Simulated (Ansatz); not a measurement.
SnGe3 (model structure, P-4m2, No. 115, 4 atoms in the cell), treated with LDA (Ansatz, a quantum-chemistry and plane-wave program, PAW).

Run with plane-wave cutoff 520 eV, 14×14×10 k mesh (along the axes of the cell as run), Fermi–Dirac smearing 0.05 eV, scalar-relativistic PAW data made under PBE.

Cell (relaxed at this level):

```yaml
crystal:
  lattice:
    - [4.12598, 0.00000, 0.00000]
    - [0.00000, 4.12598, 0.00000]
    - [0.00000, 0.00000, 5.86359]
  atoms:
    - { symbol: Ge, position: [0.50000, 0.00000, 0.76781] }
    - { symbol: Ge, position: [0.00000, 0.00000, 0.00000] }
    - { symbol: Ge, position: [0.00000, 0.50000, 0.23219] }
    - { symbol: Sn, position: [0.50000, 0.50000, 0.50000] }
```

**Question.** Estimate the bulk modulus that the calculation returns.

**Answer.** 
- bulk modulus = 62.4 GPa

The run finds no gap.

Note: the bulk modulus is −V dP/dV from two relaxed cells at ±2 % in volume; the relaxation could raise the start's symmetry but not lower it, so the cell can be a saddle point.

Spin–orbit coupling is not included; it can open a gap where bands touch, and shift volumes and moduli.

A model structure was made by putting elements into a prototype or built by hand; it is no filed structure, need not be a known phase, and can be a saddle point held by its symmetry.
